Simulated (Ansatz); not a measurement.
We consider BaAl4 (I4/mmm, No. 139), described by LDA (PAW; Ansatz, a first-principles code).

Numerical settings: plane-wave cutoff 520 eV, 18×18×18 k mesh, Fermi–Dirac smearing 0.05 eV, scalar-relativistic PAW data made under PBE.

Properties against volume:

Shape and atoms are relaxed at each volume.

```tsv
V (Å³/atom)	P (GPa)	c (Å)	a (Å)
21.432	2.57	11.038	4.406
21.878	1.22	11.091	4.441
22.325	0.00	11.145	4.476
22.771	-1.10	11.201	4.509
23.218	-2.09	11.258	4.541
```

Note: the bulk modulus comes from volumes at which shape and atoms were relaxed.
